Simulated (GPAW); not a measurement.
Band structure of a sheet of HfS2 (3 atoms in the cell).

```
HfS2
1.0
    3.60512     0.00000     0.00000
   -1.80256     3.12212     0.00000
    0.00000     0.00000    16.93792
Hf S
1 2
Cartesian
  0.00000   0.00000   8.46896
  0.00000   2.08142   9.93792
  1.80256   1.04071   7.00000
```

Computed with PBE, GPAW PAW datasets PBE (gpaw-data 1.0.1) (plane waves; GPAW).

Settings: mode = pw; ecut = 550 eV; xc = PBE; kpts = 11 11 1; mesh shift (steps) = 0 0 0; occupations.name = fermi-dirac; occupations.width = 0.1 eV; nbands = -8; convergence.forces = 0.001 eV/Å; convergence.bands = -6; symmetry.symmorphic = false; symmetry.tolerance = 0.0005; maxiter = 150; bandpath_npoints = 40.

The starting cell was generated: these elements placed on a structure prototype, without a prior relaxation; it need not be a known phase or ordering of this composition. Its lattice was rescaled in the plane by a random factor within 2.5 % of one. Spin-orbit coupling is off.

Predict the gap along the standard path and the places of the band edges.

The gap along the path is 1.16 eV, from Γ to M; the smallest direct gap on it is 2.05 eV.

Levels in eV from the top of the valence band on the SCF mesh, bands 9 to 16:
```csv
point,9,10,11,12,13,14,15,16
Γ,-2.57,-0.99,0.00,0.00,2.05,2.05,2.70,5.29
M,-2.41,-2.38,-1.36,-1.04,1.16,4.17,4.31,6.20
K,-3.47,-1.93,-1.93,-1.85,2.85,3.57,3.57,5.92
```
